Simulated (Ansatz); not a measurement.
The parent structure is Ca in the fcc (Cu type) structure (space group Fm-3m, No. 225; a = 5.5685 Å; relaxed with 0.1 eV smearing). Axes: x, y, z lie along the cube axes.

All numbers come from Kohn–Sham DFT with the r2SCAN functional, run in Ansatz (a quantum-chemistry and plane-wave program) with PAW and 500 eV plane waves, no SOC.

Base values:

```
Quantity            Value
---------------  --------
Volume per atom  43.17 Å³
```

It is then changed as follows: compressive biaxial strain of 3.55 % in the plane normal to [001], as in epitaxy on a mismatched substrate; the out-of-plane cell vector and the atoms relax.

### Question
Estimate the effect on the energy relative to the base and volume per atom.

### Answer
The energy rises by 7.2 meV/atom; the volume per atom shrinks by 1.28 Å³, from 43.17 Å³ to 41.89 Å³.

Stability against distortions was not tested.
